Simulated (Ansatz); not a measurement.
# Ansatz run on LiF (Pm-3m, 2 atoms in the cell): self-consistent single point

Level of theory: r2SCAN, default PAW files made with PBE (plane waves; Ansatz, a quantum-chemistry and plane-wave program).

Input as run:

Ansatz 0.2 input:
```yaml
crystal:
  lattice:
    - [2.56285700, 0.00000000, 0.00000000]
    - [0.00000000, 2.56285700, 0.00000000]
    - [0.00000000, 0.00000000, 2.56285700]
  atoms:
    - { symbol: Li, position: [0.00000000, 0.00000000, 0.00000000] }
    - { symbol: F, position: [0.50000000, 0.50000000, 0.50000000] }
kpoints:
  mp_grid: { grid: [9, 9, 9] }
hamiltonian:
  xc: r2scan
  pseudopotentials: { kind: paw }
scf:
  occupations: { method: fixed }
output:
  forces: true
  eigenvalues: true
  stress: true
```

Log, with long lists cut:

```
WARN basis.ecutwfc = 500 eV, the default
WARN ansatz: RAYON_NUM_THREADS=1 ignored (pool sized by the plan → 1); use --threads N
Pseudopotentials: kind: paw
Pseudopotential: Li, paw, valence charge 3
Pseudopotential: F, paw, valence charge 7
Crystal: 2 atoms, lattice volume = 16.833 Å³
Basis set: ecut = 500 eV, 437 PW (Γ), exchange–correlation on 80×80×80 points (64 copies of the dense FFT grid, shifted against one another)
Bands: 9, of which v1, the nominal top of the filled ones, is band 5 counted from 1 (4 counted from 0)
Symmetry: 48 space group operations
Space group: Pm-3m (ITA 221), of the structure as read, at distance tolerance 2.6e-5 Å
k-points: 35 of 729
PAW frozen core: F, regenerated for the run's functional
Initial density: superposition of atomic densities (neutral atoms: chi_scale 0, normalization atom), corrected by the library's trained network
Initial wavefunctions: pseudopotential atomic-orbital guess
Eigensolver: davidson
Functional: x = r2scan, c = r2scan; τ floored in thin density (d = 2e-4 eV/Å³)
SCF iter   1: F=—  HF=-1017.654270 eV  |F-HF|=—  |Δ(HF+E_count)|=         —  Δρ=7.46e-3  dr2=8.48e-3  dr2_τ=3.01e-2  ethr=1.77e-3  ⟨swp⟩=4.0  Hψ=1839  notcnv=0  defer=44
all-band conjugate gradients solve this SCF's bands
preconditioner: auto → none
SCF iter   2: F=—  HF=-1017.699590 eV  |F-HF|=—  |Δ(HF+E_count)|=   4.53e-2  Δρ=4.17e-3  dr2=7.21e-4  dr2_τ=2.76e-4  ethr=8.48e-5  ⟨swp⟩=2.7  Hψ=852  notcnv=0  defer=55
SCF iter   3: F=—  HF=-1017.699561 eV  |F-HF|=—  |Δ(HF+E_count)|=   2.97e-5  Δρ=1.39e-3  dr2=1.68e-4  dr2_τ=2.69e-5  ethr=7.21e-6  ⟨swp⟩=2.5  Hψ=501  notcnv=0  defer=65
SCF iter   4: F=—  HF=-1017.699533 eV  |F-HF|=—  |Δ(HF+E_count)|=   2.81e-5  Δρ=1.45e-4  dr2=2.69e-6  dr2_τ=1.68e-7  ethr=1.68e-6  ⟨swp⟩=2.1  Hψ=401  notcnv=0  defer=65
SCF iter   5: F=—  HF=-1017.699531 eV  |F-HF|=—  |Δ(HF+E_count)|=   1.68e-6  Δρ=2.20e-5  dr2=4.38e-8  dr2_τ=5.30e-9  ethr=2.69e-8  ⟨swp⟩=2.4  Hψ=452  notcnv=0
SCF iter   6: F=-1017.699531 eV  HF=-1017.699531 eV  |F-HF|=1.99e-9  |Δ(HF+E_count)|=   2.54e-8  Δρ=6.29e-6  dr2=3.62e-9  dr2_τ=2.42e-10  ethr=4.38e-10  ⟨swp⟩=3.6  Hψ=1604  notcnv=0
SCF 1 converged in 6 iterations: F = -1017.699531 eV  dr2 = 3.62e-9
SCF converged after 6 iterations
Free energy (F): -1017.699531 eV
Harris-Foulkes:  -1017.699531 eV  (|F-HF|=1.99e-9)
Internal energy: -1017.699531 eV  (E = F + TS)
E sigma→0 (E₀):  -1017.699531 eV
Fermi energy:    1.418718 eV
--- Per-component energies (eV) ---
  E_band       = -126.486637
  E_kinetic    = 231.354270
  E_local      = -643.029321  (includes V_loc(G=0)·N_el)
  E_nonlocal   = 39.441234
  E_hartree    = 227.200743
  E_xc         = -90.878609
  E_vxc        = -133.019271  (∫ρ·V_xc dr)
  E_paw        = -224.829824  (= ΣΔE_a)
  E_vpaw       = -85.337438  (= ΣTr[D̂ρ^β])
  E_aug_tail   = 0.000938  (compensation charges beyond the density's cutoff)
  E_vtau       = 9.703130  (kinetic-family band-sum trace: ∫τ·v_τ [+ j·A + Jᵃ·Aᵃ] dr)
  E_ewald      = -556.927571
  E_core_change = -0.031392  (= ΣΔE_core)
  E_smearing   = -0.000000  (= −TS)
  E_closure    = 0.000000  (closes the sum)
  Σ components = -1017.699531   (vs F -1017.699531, Δ=0.00e0)
--- Forces (eV/Å), atoms counted from 1 ---
  atom   1  Li    -0.00000000     0.00000000    -0.00000000
  atom   2  F      0.00000000     0.00000000     0.00000000
  max |Σ_I F_I| component: 2.10e-30 eV/Å
--- Stress (GPa, compression-positive) ---
       -3.752196       0.000000       0.000000
       -0.000000      -3.752196       0.000000
       -0.000000       0.000000      -3.752196
  P = ⅓ Tr σ = -3.7522 GPa (-37.522 kbar)
  The stress holds the Pulay correction. Without it, at fixed plane waves, as pw.x and ABINIT print it: P = -3.8480 GPa
--- Band table (eV; the first three rows and the last of 35) ---
  k-point 0: bands = ["-42.4968", "-20.4858", "0.7628", "0.7628", "0.7628", "9.8663", "21.4383", "21.4383", "23.8223"]
  k-point 1: bands = ["-42.4918", "-20.4360", "0.3389", "0.8069", "0.8069", "10.1690", "19.8715", "21.7253", "23.7616"]
  k-point 2: bands = ["-42.4790", "-20.3067", "-0.6212", "0.9206", "0.9206", "10.7991", "18.1762", "22.5861", "23.5838"]
  k-point 34: bands = ["-42.3884", "-19.1457", "-0.8834", "-0.8142", "-0.8142", "13.8567", "13.8752", "13.8752", "26.7998"]
```

The run converged in 6 iterations.

The starting cell comes from a database of computed structures (which also holds hypothetical and non-ambient phases and stackings), without a prior relaxation at this level. Its lattice was rescaled by a random factor within 2.5 % of one. With a pressure of about -4 GPa the cell is away from its equilibrium volume at this level. Ansatz's pressure includes its estimate of the finite-basis (Pulay) stress.
